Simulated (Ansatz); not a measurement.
Base system: Si in the diamond structure (space group Fd-3m, No. 227).

```yaml
crystal:
  lattice:
    - [0.00000, 2.72216, 2.72216]
    - [2.72216, 0.00000, 2.72216]
    - [2.72216, 2.72216, 0.00000]
  atoms:
    - { symbol: Si, position: [0.50000, 0.50000, 0.50000] }
    - { symbol: Si, position: [0.75000, 0.75000, 0.75000] }
```

Computed with Ansatz (a quantum-chemistry and plane-wave program), r2SCAN, PAW, cutoff 500 eV, no SOC.

One change was made to it. Results:

The band gap goes from 0.78 eV to zero; the shortest interatomic distance goes up by 0.253 Å to 2.610 Å.

Task: Name the change that was made.
(A) Si → Ir
(B) Si → Al
(C) Si → P

Result: B, Si → Al. For comparison, the shortest interatomic distance in the other runs: Si → Ir gives 2.392 Å; Si → P gives 2.351 Å.

No phonon test of stability was made. As relaxed here, Al, Ir and P are hypothetical phases, not in the database extracts checked. The final runs are not spin-polarised.
